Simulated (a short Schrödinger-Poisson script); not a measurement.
Structure: MOS inversion layer, SiO2 on p-type Si(100), at 300 K.

From the gate side: 2.8 nm SiO2; 760 nm Si, acceptors 3.2e17 cm⁻³.

Constants are typed, rounded textbook-type inputs, not results; the design itself was drawn at random and stands for no fabricated device. SiO2: permittivity 3.9, conduction-band edge (eV) 3.15, gap (eV) 9, electron mass (mₑ) 0.5. Si: permittivity 11.7, conduction-band edge (eV) 0, gap (eV) 1.124, Nv at 300 K (cm⁻³) 3.1e19.

Channel valleys (confinement mass, in-plane density-of-states mass, number): Δ2 0.916, 0.19, 2; Δ4 0.19, 0.417, 4. At the gate the conduction-band edge of layer 1 lies 3.24 eV − eVg above the Fermi level of the channel; the field vanishes at the back. Gaps are held at their typed values at every temperature. Mesh 0.03 nm at interfaces.

From a short Schrödinger-Poisson script (our own, NumPy): 1D Poisson equation in equilibrium, electrons quantum, Hartree (BenDaniel-Duke, 12 states a valley, the channel's in-plane mass for all, wave functions free to enter the dielectric), parabolic valleys, classical holes, full ionisation, no traps, pinning or gate leakage.

| Vg (V) | electrons (cm⁻²) | C (μF/cm²) | Δ2 E0 (meV from the Fermi level) | Δ4 E0 (meV from the Fermi level) |
|---|---|---|---|---|
| 0.2 | 2.82e9 | 0.167 | 206.6 | 248.8 |
| 0.3 | 5.66e10 | 0.348 | 128.1 | 171.9 |
| 0.4 | 3.50e11 | 0.722 | 79.6 | 125.4 |
| 0.5 | 8.39e11 | 0.883 | 55.3 | 103.5 |
| 0.6 | 1.40e12 | 0.952 | 40.2 | 90.7 |
| 0.7 | 2.01e12 | 0.989 | 29.2 | 82.0 |
| 0.8 | 2.63e12 | 1.01 | 20.4 | 75.5 |
| 0.9 | 3.26e12 | 1.03 | 13.0 | 70.2 |
| 1 | 3.91e12 | 1.04 | 6.6 | 65.8 |
| 1.1 | 4.56e12 | 1.05 | 0.8 | 62.0 |
| 1.2 | 5.22e12 | 1.06 | -4.4 | 58.7 |
| 1.3 | 5.88e12 | 1.07 | -9.3 | 55.7 |
| 1.4 | 6.55e12 | 1.07 | -13.9 | 52.9 |
| 1.5 | 7.22e12 | 1.08 | -18.2 | 50.4 |
| 1.6 | 7.90e12 | 1.08 | -22.2 | 48.0 |
| 1.7 | 8.58e12 | 1.09 | -26.1 | 45.7 |
| 1.8 | 9.26e12 | 1.09 | -29.9 | 43.6 |

Gate voltages with under 1e9 electrons/cm² are left out.

Question: At Vg = 1.8 V the lowest Δ2 subband lies at -29.9 meV from the Fermi level. How many electrons does it hold, and what share of all?

Answer: The two-dimensional density of states is g m/(πħ²) = 1.59e11 cm⁻² meV⁻¹ (both spins), kT = 25.9 meV, so n = D kT ln(1 + exp(−E/kT)) = 5.87e12 cm⁻², 0.63 of the 9.26e12 cm⁻² in all.

Question: Compare the slope of the sheet density between 1.6 and 1.8 V with the geometric capacitance of the layers between gate and channel.

Answer: q Δn/ΔV = 1.09 μF/cm²; ε0/Σ(t/ε) = 1.23 μF/cm². The ratio is 0.88: the channel acts as a further capacitance in series.
